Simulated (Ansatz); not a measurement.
# Short convergence ladders for BaTiO3 (P4mm, 5 atoms in the cell)

```
CELL_PARAMETERS angstrom
      4.01200     0.00000     0.00000
      0.00000     4.01200     0.00000
      0.00000     0.00000     4.01200
ATOMIC_POSITIONS crystal
  Ba 0.00000 0.00000 0.01246
  Ti 0.50000 0.50000 0.50000
  O  0.50000 0.00000 0.50000
  O  0.00000 0.50000 0.50000
  O  0.50000 0.50000 0.00000
```

Base method: PBE (plane waves, PAW; Ansatz, an electronic-structure program).

Base settings: basis.ecutwfc = 30.9 Ry; kpoints.mp_grid.grid = 6 6 6; hamiltonian.xc = pbe; hamiltonian.pseudopotentials = {kind: paw} (the program's default PAW files); scf.occupations.method = fermi_dirac; scf.occupations.width = 0.0007 Ry.

The count of work is k-points × plane waves × bands × iterations; it is no time. 

**The cutoff for other potential files**

Level: DFT, PBE, plane waves, harder PAW files (source: ansatz).

In this ladder: hamiltonian.pseudopotentials = {kind: paw, source: ansatz}.

The second cell is the first with its lattice scaled by 0.98.

The mesh stays at the base's, so the ladder's end is converged at best in this setting alone.

The first pressure column holds Ansatz's estimate of the finite-basis (Pulay) stress, which hides part of the cutoff error; the other is without it.

Only quantities that move along the ladder and can be compared are tabulated.

```tsv
basis.ecutwfc	free energy less the last step's (meV/atom)	energy of the compressed cell less the first (meV/atom)	pressure (GPa)	pressure without the Pulay estimate (GPa)	largest difference of a force vector from the last step's (eV/Å)	count of work / last
30.9 Ry	1173.37	29.88	0.45	-55.78	0.008	0.11
37.5 Ry	327.76	30.46	0.98	-19.84	0.002	0.16
47.8 Ry	33.20	30.23	0.93	-2.24	0.000	0.21
58.1 Ry	1.95	30.62	0.97	0.70	0.000	0.28
68.4 Ry	0.38	30.62	0.98	0.97	0.000	0.35
82 Ry	0.23	30.62	0.98	0.97	0.000	0.46
102.5 Ry	0.13	30.62	0.98	0.97	0.000	0.65
136.7 Ry	0.00	30.62	0.98	0.97	0.000	1.0
```

Coarsest basis.ecutwfc that holds the free energy within 0.5 meV/atom of the last step, with all finer ones: 68.4 Ry, at 0.35 of the last step's count of work; the step before is off by 2.0 meV/atom.

Coarsest basis.ecutwfc that holds the pressure within 0.1 GPa of the last step, with all finer ones: 37.5 Ry, at 0.16 of the last step's count of work; the step before is off by 0.53 GPa.

Coarsest basis.ecutwfc that holds the forces within 0.005 eV/Å of the last step, with all finer ones: 37.5 Ry, at 0.16 of the last step's count of work; the step before is off by 0.008 eV/Å.

The energy difference between the two cells stays within 1 meV/atom of the last step's from 30.9 Ry on, the total only from 68.4 Ry on: much of the error is common to both cells and cancels.

At the lowest cutoff the pressure without the Pulay estimate lies 56.8 GPa under the last step's, the usual sign of Pulay stress in an incomplete plane-wave basis.

**The density cutoff**

The mesh stays at the base's, so the ladder's end is converged at best in this setting alone.

Only quantities that move along the ladder and can be compared are tabulated.

| basis.ecutrho_ratio | free energy less the last step's (meV/atom) | pressure (GPa) |
|---|---|---|
| 2 | -2.51 | 1.41 |
| 3 | 0.10 | 0.95 |
| 4 | 0.00 | 0.97 |
| 5 | 0.01 | 0.97 |
| 6 | 0.00 | 0.97 |
| 8 | 0.00 | 0.97 |
| 10 | 0.00 | 0.97 |
| 12 | 0.00 | 0.97 |
| 16 | 0.00 | 0.97 |

Coarsest basis.ecutrho_ratio that holds the pressure within 0.1 GPa of the last step, with all finer ones: 3; the step before is off by 0.44 GPa.

Coarsest basis.ecutrho_ratio that holds the free energy within 0.5 meV/atom of the last step, with all finer ones: 3; the step before is off by 2.5 meV/atom.

On the base run: the starting cell has typed, rounded lattice constants, without a prior relaxation at this level. Its lattice was rescaled by up to half a per cent. One atom was moved a little off its site on purpose.

Keys are those of Ansatz 0.2.
